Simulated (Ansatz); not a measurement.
Levels about the gap of amorphous C₆₀H₁₆ (76 atoms in a cell of 590 Å³, 2.07 g/cm³; zone centre alone, so wide bands show as single levels with stretches between that a denser mesh fills), at the geometry that PBE-D3(BJ) relaxed, where it gives -0.1 GPa on a denser mesh. Exact exchange is cut at the faces of this small cell, which leaves a finite-size error. The participation number counts the atoms over which a state spreads; weights are charges in smoothed Voronoi cells. The levels come from a single point, so bond lengths are those of that geometry. Method of the levels: HSE06-D3(BJ), scalar-relativistic without spin-orbit coupling (Ansatz, an electronic-structure program). Sampling: the zone centre alone; Fermi-Dirac width 0.01 eV; collinear spin, started from moments on atoms (the moments died out).

The cell was made by melting and quenching with the CHGNet potential and then relaxed with DFT. The hot cell started wider than the set density and was brought back towards it in steps. It is the lowest in DFT energy of 2 quenches. It is a model cell: composition and starting density were chosen by hand, and all elements were melted together. The geometry includes D3(BJ) dispersion. A short ab initio anneal came between quench and relaxation. Its density started from a set value of 2.26 and ended at 2.07 g/cm³. Cooling (nominally 640 K/ps over its main leg) ran many orders faster than in experiment, which tends to leave more defects and strain. A cell of this size samples the disorder only roughly. The volume was free in the relaxation, at fixed shape. Stress components on the final sampling reach 1.5 GPa.

```tsv
E - E(highest filled), eV	filling	spin	participation number	largest on	weight C	weight H
-0.57	filled	dn	31.1	C, 3 neighbours	0.92	0.08
-0.37	filled	up	16.1	C, 3 neighbours	0.94	0.06
-0.37	filled	dn	16.1	C, 3 neighbours	0.94	0.06
-0.22	filled	dn	23.5	C, 3 neighbours	0.93	0.07
-0.22	filled	up	23.5	C, 3 neighbours	0.93	0.07
0.00	filled	dn	16.2	C, 3 neighbours	0.95	0.05
0.00	filled	up	16.2	C, 3 neighbours	0.95	0.05
1.62	empty	up	15.8	C, 3 neighbours	0.93	0.07
1.62	empty	dn	15.8	C, 3 neighbours	0.93	0.07
2.15	empty	dn	25.7	C, 3 neighbours	0.89	0.11
2.15	empty	up	25.7	C, 3 neighbours	0.89	0.11
2.47	empty	up	23.2	C, 3 neighbours	0.91	0.09
2.47	empty	dn	23.2	C, 3 neighbours	0.91	0.09
2.61	empty	dn	29.9	C, 3 neighbours	0.93	0.07
```

Most localised among these is the empty level at +1.62 eV, on a C atom, which has 3 neighbours (C 1.43 Å, C 1.52 Å, C 1.53 Å).
